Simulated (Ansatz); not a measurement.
Response to strain in Os

Base system: Os in the hcp (Mg type) structure (space group P6_3/mmc, No. 194; relaxed with 0.1 eV smearing).

```yaml
crystal:
  lattice:
    - [2.72903, 0.00000, 0.00000]
    - [-1.36451, 2.36341, 0.00000]
    - [0.00000, 0.00000, 4.30906]
  atoms:
    - { symbol: Os, position: [0.66667, 0.33333, 0.75000] }
    - { symbol: Os, position: [0.33333, 0.66667, 0.25000] }
```

Cartesian axes are those of the cell as printed.

Strains are applied to the cell and any free atomic positions relax.

Method: DFT with PBEsol, PAW potentials and a 420 eV plane-wave cutoff in Ansatz (a first-principles code), no SOC.

Candidates:
(a) uniaxial strain ε_zz = −0.50 %
(b) uniaxial strain ε_zz = +1.50 %
(c) uniaxial strain ε_zz = −2.00 %
(d) uniaxial strain ε_zz = +2.00 %

Notes on the quantities. energy relative to the base: free energy F.

Question: Order them by energy relative to the base, lowest first.

Answer: (a) uniaxial strain ε_zz = −0.50 % (+1.0 meV/atom), (b) uniaxial strain ε_zz = +1.50 % (+8.3 meV/atom), (d) uniaxial strain ε_zz = +2.00 % (+14 meV/atom), (c) uniaxial strain ε_zz = −2.00 % (+16 meV/atom)

No phonon test of stability was made. The final runs are not spin-polarised.
